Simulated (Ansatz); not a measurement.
Start from an 8-atom supercell of InSb in the zinc blende structure (space group F-43m, No. 216; a = 6.5198 Å) at its relaxed geometry.

All numbers come from DFT with PBEsol, PAW potentials and a 420 eV plane-wave cutoff in Ansatz (a first-principles code), spin-orbit coupling left out, earlier PAW set.

Before the change:

```
Item       Result
--------  -------
Pressure  0.0 GPa
```

Perturbation: one Li atom is added in an open site, starting 2.66 Å from the nearest host atom, atoms relaxed at fixed cell, starting from a slightly rattled geometry.

**Question.** What does the calculation give for the final site of the added atom after the change?

**Answer.** The final site of the added atom is 4 Sb at 2.83–2.84 Å (tetrahedral).

**Question.** What happens to the largest displacement of a host atom from its site in the perfect cell?

**Answer.** The largest displacement of a host atom from its site in the perfect cell comes out as 0.03 Å.

**Question.** How does this affect the pressure?

**Answer.** The pressure goes from zero to 2.4 GPa.

In so small a cell the defect repeats every few ångströms: this is an ordered compound, not a dilute defect. All final runs are without spin polarisation. The defect cell is not spin-polarised.
